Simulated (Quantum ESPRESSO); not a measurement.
## Quick settings and what they miss: NaVS2 (P-3m1, 4 atoms in the cell)

Self-consistent single point.

```xyz
4
Lattice="3.5201 0.0000 0.0000 -1.7600 3.0485 0.0000 0.0000 0.0000 6.6332" Properties=species:S:1:pos:R:3 pbc="T T T"
Na     0.0000     0.0000     3.3166
V      0.0000     0.0000     0.0000
S      1.7600     1.0162     5.2930
S      0.0000     2.0323     1.3402
```
Moments meant for the start (each program seeds them in its own way; μB, in the order of the atoms Na V S S): 0.0 2.0 0.0 0.0.

Level of theory: LDA (PW92), PseudoDojo standard norm-conserving (LDA) pseudopotentials (plane waves; Quantum ESPRESSO 7.5).

Base settings: ecutwfc = 90 Ry; occupations = smearing; smearing = cold; degauss = 0.0099958 Ry; nspin = 2; potentials = {Na: Na.upf, V: V.upf, S: S.upf}; K_POINTS = automatic 11 11 5 0 0 0; conv_thr = 1e-11 Ry; mixing_beta = 0.3.

Tight run (finer mesh or higher cutoff; not a proven limit): ecutwfc: 90 Ry → 126 Ry; conv_thr: 1e-11 Ry → 7.3e-11 Ry; K_POINTS: automatic 11 11 5 0 0 0 → automatic 15 15 7 0 0 0. It gave Fermi level (on the code's own zero) 8.09 eV; pressure -3.87 GPa; largest force (vector length) 0.190 eV/Å; size of the cell's spin moment 2.00 μB; site moments (μB, in the program's spheres or projections) Na 0.01, V 1.67, S -0.02, S -0.02.

Quick runs, as changes from the base:
- A: the base itself
- B: ecutwfc: 90 Ry → 63 Ry; conv_thr: 1e-11 Ry → 7.3e-06 Ry; K_POINTS: automatic 11 11 5 0 0 0 → automatic 8 8 8 1 1 1; potentials: PseudoDojo standard norm-conserving (PBESOL) [PBEsol]
- C: ecutwfc: 90 Ry → 45 Ry; K_POINTS: automatic 11 11 5 0 0 0 → automatic 4 4 4 0 0 0
- D: ecutwfc: 90 Ry → 45 Ry; smearing: cold → mp; degauss: 0.0099958 Ry → 0.019992 Ry; K_POINTS: automatic 11 11 5 0 0 0 → automatic 8 8 8 0 0 0

Energies are extrapolated to zero smearing width, which holds to low order in the width alone (under cold and Methfessel-Paxton smearing the free energy itself is taken).

Dashes: energy of B, another energy zero; pressure of B, not trusted under this conv_thr with d or f elements.

† marks runs with another functional, U, potentials or spin treatment: their distance from the tight run is not a convergence error alone.

The count of work is k-points × plane waves × bands × iterations; it is no time. Core times come from one kind of shared machine and are given to one figure; runs under 30 s give none.

The starting cell comes from a database of computed structures (which also holds hypothetical and non-ambient phases and stackings), without a prior relaxation at this level. Its lattice was rescaled by a random factor within 2.5 % of one. With one magnetic atom in the cell only a parallel order is possible. In the base run, with a pressure of about -4 GPa the cell is away from its equilibrium volume at this level.

```tsv
run	energy less tight (meV/atom)	pressure less tight (GPa)	largest miss in a force vector (eV/Å)	count of work / tight	core time / tight (rough)
A	0.3	0.00	0.000	0.28	0.2
B†	–	–	0.130	0.19	0.1
C	2113.4	-83.79	0.164	0.024	0.02
D	2104.0	-84.12	0.140	0.096	0.08
```

Among the runs at the tight run's level, the energy misses run from 0.3 to 2113.4 meV/atom.

Left out of this page: 2 runs of the series outside the window shown, repeating another row's setting, or not comparable.
